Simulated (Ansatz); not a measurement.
Consider GaP in the zinc blende structure (space group F-43m, No. 216; a = 5.4517 Å). Axes: x, y, z lie along the cube axes.

Now apply this change: the cell is stretched by 3.92 % along z with no lateral relaxation; the atoms relax in the strained cell.

Levels (all Ansatz, an electronic-structure program, PAW, earlier PAW set): r2SCAN (500 eV, no spin-orbit coupling); HSE06 (420 eV, spin-orbit coupling left out); HSE06+SOC (420 eV, with spin-orbit coupling).

One geometry, relaxed with r2SCAN, under each level:

The valence-band top lists the three highest levels at Γ (Kramers pairs under SOC), from the VBM.

```tsv
level	band gap	lowest conduction level above the VBM at special points	valence-band top at Γ
r2SCAN	1.72 eV	N 1.81 eV; X 1.82 eV; Γ 1.93 eV	0.00, 0.00, -0.24 eV
HSE06	___	___	–
HSE06+SOC	___	___	___
```

Question: Give the withheld HSE06 and HSE06+SOC results.

Answer: 
- HSE06, band gap: 2.14 eV
- HSE06, lowest conduction level above the VBM at special points: N 2.26 eV; X 2.20 eV; Γ 2.35 eV
- HSE06+SOC, band gap: 2.11 eV
- HSE06+SOC, lowest conduction level above the VBM at special points: N 2.23 eV; X 2.17 eV; Γ 2.32 eV
- HSE06+SOC, valence-band top at Γ: 0.00, -0.05, -0.28 eV

Single points use the geometry relaxed with r2SCAN. HSE06 gaps are upper bounds (no full band path). The spin-orbit shifts are approximate. No phonon test of stability was made. Labels are those of the standard path for the cell's own space group.
